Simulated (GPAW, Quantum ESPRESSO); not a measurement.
A Quantum ESPRESSO input for a self-consistent single point of Sn2Ir (Fm-3m, 3 atoms in the cell) (DFT, LDA (PZ), plane waves, GBRV 1.5 ultrasoft (LDA) pseudopotentials):

```fortran
&CONTROL
    calculation = 'scf',
    prefix = 'Sn2Ir',
    outdir = './tmp/',
    pseudo_dir = './',
    verbosity = 'high',
    tprnfor = .true.,
    tstress = .true.,
/
&SYSTEM
    ibrav = 2,
    celldm(1) = 12.0319807218,
    nat = 3,
    ntyp = 2,
    ecutwfc = 40,
    ecutrho = 320,
    occupations = 'smearing',
    smearing = 'fermi-dirac',
    degauss = 0.0073499,
/
&ELECTRONS
    conv_thr = 1e-10,
/
ATOMIC_SPECIES
Sn   118.7100  sn_lda_v1.4.uspp.F.UPF
Ir   192.2170  ir_lda_v1.2.uspp.F.UPF
ATOMIC_POSITIONS {alat}
Sn   -0.7500000000    0.7500000000    0.7500000000
Sn   -0.2500000000    0.2500000000    0.2500000000
Ir    0.0000000000    0.0000000000    0.0000000000
K_POINTS {automatic}
12 12 12  0 0 0
```

Q: Translate this input to GPAW.

A: This is the input that was run; spellings and numerical settings could be chosen otherwise.

```python
from ase import Atoms
from ase.units import GPa
from gpaw import GPAW

atoms = Atoms(['Sn', 'Sn', 'Ir'],
              cell=[[0.000000, 3.183525, 3.183525],
                    [3.183525, 0.000000, 3.183525],
                    [3.183525, 3.183525, 0.000000]],
              positions=[[4.775288, 4.775288, 4.775288],
                         [1.591762, 1.591762, 1.591762],
                         [0.000000, 0.000000, 0.000000]],
              pbc=True)

calc = GPAW(mode={'name': 'pw', 'ecut': 600},
            xc='LDA',
            kpts={'size': (12, 12, 12), 'gamma': True},
            occupations={'name': 'fermi-dirac', 'width': 0.1},
            nbands=-7,
            symmetry={'symmorphic': False, 'tolerance': 0.0005},
            maxiter=150)

atoms.calc = calc

energy = atoms.get_potential_energy()
print('Energy (eV):', round(energy, 6))
forces = atoms.get_forces()
print('Forces (eV/Ang):')
print(forces.round(5))
stress = atoms.get_stress()
print('Stress (GPa, Voigt):', (stress / GPa).round(4))
```

Basis, cutoffs, solver keys and any potentials are the target program's own. This input uses DFT LDA (Perdew-Wang 92), plane waves, GPAW PAW datasets LDA (gpaw-data 1.0.1). LDA parametrisations can differ slightly between programs. Both were run: pressure -3.98 GPa in Quantum ESPRESSO and -4.38 in GPAW.

On Quantum ESPRESSO: the starting cell comes from a database of computed structures (which also holds hypothetical and non-ambient phases and stackings), without a prior relaxation at this level. Spin polarisation is off. With a pressure of about -4 GPa the cell is away from its equilibrium volume at this level.

On GPAW: the starting cell comes from a database of computed structures (which also holds hypothetical and non-ambient phases and stackings), without a prior relaxation at this level. Spin polarisation is off. With a pressure of about -4 GPa the cell is away from its equilibrium volume at this level.
